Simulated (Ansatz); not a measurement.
Abridged Ansatz (a first-principles code) output:

```
Pseudopotential: Cd, paw, valence charge 20
Pseudopotential: Hf, paw, valence charge 26
Pseudopotential: O, paw, valence charge 6
Crystal: 5 atoms, lattice volume = 67.480 Å³
Basis set: ecut = 500 eV, 1743 PW (Γ), exchange–correlation on 120×120×120 points (64 copies of the dense FFT grid, shifted against one another)
Bands: 37, of which v1, the nominal top of the filled ones, is band 32 counted from 1 (31 counted from 0)
Symmetry: 48 space group operations
k-points: 35 of 512
Functional: x = r2scan, c = r2scan; τ floored in thin density (d = 2e-4 eV/Å³)
SCF iter   1: F=—  HF=-25711.416129 eV  |F-HF|=—  |Δ(HF+E_count)|=         —  Δρ=1.43e-2  dr2=1.78e-1  dr2_τ=2.78e-1  ethr=1.77e-3  ⟨swp⟩=5.3  Hψ=4381  notcnv=0
SCF iter   2: F=—  HF=-25711.433224 eV  |F-HF|=—  |Δ(HF+E_count)|=   1.71e-2  Δρ=6.80e-3  dr2=2.73e-2  dr2_τ=5.04e-3  ethr=2.79e-4  ⟨swp⟩=2.0  Hψ=2555  notcnv=0  defer=30
SCF 1 converged in 10 iterations: F = -25711.429315 eV  dr2 = 5.15e-11
SCF converged after 10 iterations
Free energy (F): -25711.429315 eV
Internal energy: -25711.428259 eV  (E = F + TS)
E sigma→0 (E₀):  -25711.428787 eV
Entropy (-TS):   -0.001056 eV (-0.211 meV/atom)
Fermi energy:    11.486997 eV
--- Forces (eV/Å), atoms counted from 1 ---
  atom   1  Cd    -0.00000000     0.00000000     0.00000000
  atom   2  Hf     0.00000000     0.00000000     0.00000000
  atom   3  O      0.00000000     0.00000000     0.00000000
  atom   4  O      0.00000000    -0.00000000    -0.00000000
  atom   5  O      0.00000000    -0.00000000     0.00000000
--- Stress (GPa, compression-positive) ---
        0.008210       0.000000       0.000000
       -0.000000       0.008210       0.000000
        0.000000       0.000000       0.008210
  P = ⅓ Tr σ = 0.0082 GPa (0.082 kbar)
```

Problem. What was computed, and what are the main results?

Solution. HfCdO3, 5 atoms in the cell, with r2SCAN/PAW in Ansatz, no spin-orbit coupling. The last SCF converged to F = -25711.429315 eV, or -5142.2859 eV per atom, at a pressure of 0.01 GPa. The total energy compares only with runs of the same code, potentials and settings.

With Hf present, leaving out spin-orbit coupling can change the band edges. Whether these cells are dynamically stable was not tested. All final runs are without spin polarisation. The cell is HfCdO3 in the cubic perovskite structure (space group Pm-3m, No. 221; a model cell, its experimental status unchecked). Many cubic perovskites are stable only at high temperature; tilts and polar distortions were not tested.
